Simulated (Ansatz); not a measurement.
Take CuI in the zinc blende structure (space group F-43m, No. 216) as the base.

```xyz
2
Lattice="0.0000 3.0115 3.0115 3.0115 0.0000 3.0115 3.0115 3.0115 0.0000" Properties=species:S:1:pos:R:3 pbc="T T T"
I      4.5173     4.5173     4.5173
Cu     0.0000     0.0000     0.0000
```

Cartesian axes are those of the cell as printed.

Calculations: r2SCAN in Ansatz (plane waves to 500 eV, PAW, no spin-orbit coupling).

Before the change:

| Item | Result |
|---|---|
| Valence-band top at Γ | 0.00, 0.00, 0.00 eV |
| Shortest interatomic distance | 260.8 pm |

The change: tensile biaxial strain of 4.03 % in the plane normal to [110], as in epitaxy on a mismatched substrate; the out-of-plane cell vector and the atoms relax.

**Question.** Predict the new valence-band top at Γ, out-of-plane strain and shortest interatomic distance.

**Answer.** The valence-band top at Γ (three highest levels, from the VBM) changes from 0.00, 0.00, 0.00 eV to 0.00, -0.09, -0.12 eV; the out-of-plane strain amounts to -3.15 %; the shortest interatomic distance rises by 3.7 pm to 264.5 pm.

A biaxial case was relaxed in a doubled cell and then solved in the primitive one. With I present, leaving out spin-orbit coupling can change the band edges. The levels and masses belong to the bands next to the band gap. Whether these cells are dynamically stable was not tested. The final runs are not spin-polarised.

Ansatz is a quantum-chemistry and plane-wave program.
